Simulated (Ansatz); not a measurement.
**Gaps of 8 crystals under uniaxial stress along [110]**

Cells relaxed with r2SCAN to the stress (compression positive), bands by r2SCAN with spin-orbit coupling, rigid bands (plane waves, PAW; Ansatz, a program for electronic structure). The strain is along the load.

```
Crystal                       gap unloaded (eV)  tension (GPa)  strain (%)  gap (eV)  compression (GPa)  strain (%)  gap (eV)
----------------------------  -----------------  -------------  ----------  --------  -----------------  ----------  --------
diamond-structure Si (Fd-3m)              0.756          -1.00        0.59     0.709               1.00       -0.57     0.705
zincblende CdTe (F-43m)                   0.906          -1.00        2.63     0.828               2.00       -4.69     0.797
zincblende BP (F-43m)                     1.398          -2.00        0.51     1.350               2.00       -0.49     1.352
zincblende GaP (F-43m)                    1.819          -1.00        0.68     1.762               1.00       -0.66     1.769
zincblende BeTe (F-43m)                   2.087          -1.00        0.96     2.030               1.00       -0.90     2.028
rocksalt MgSe (Fm-3m)                     2.344          -1.00        0.90     2.278               2.00       -1.66     2.278
rocksalt MgS (Fm-3m)                      3.433          -1.00        0.72     3.372               2.00       -1.37     3.381
zincblende BeS (F-43m)                    3.559          -2.00        1.17     3.486               1.00       -0.56     3.519
```

Question: Work out the change of the gap per unit strain on each side. Which crystal answers most strongly to tension, and does the size follow the gap?

Answer: 
| Crystal | tension (eV) | compression (eV) |
|---|---|---|
| Si (Fd-3m) | -8.0 | 8.9 |
| CdTe (F-43m) | -3.0 | 2.3 |
| BP (F-43m) | -9.4 | 9.4 |
| GaP (F-43m) | -8.4 | 7.6 |
| BeTe (F-43m) | -5.9 | 6.6 |
| MgSe (Fm-3m) | -7.3 | 4.0 |
| MgS (Fm-3m) | -8.5 | 3.8 |
| BeS (F-43m) | -6.2 | 7.1 |

Strongest under tension, with those that 0.01 eV in the gaps can't tell from it: Si (Fd-3m), BP (F-43m), GaP (F-43m), MgSe (Fm-3m), MgS (Fm-3m). The rank correlation of the size under tension with the unloaded gap is 0.00. In 8 of 8 crystals the two values differ in sign, which marks a turning point of the gap near zero load.

Gaps are resolved to about 0.01 eV, and the values are means up to the load shown; the lowest valley can differ between crystals and loads. Every relaxation keeps its starting phase, so transitions and fracture can't show.
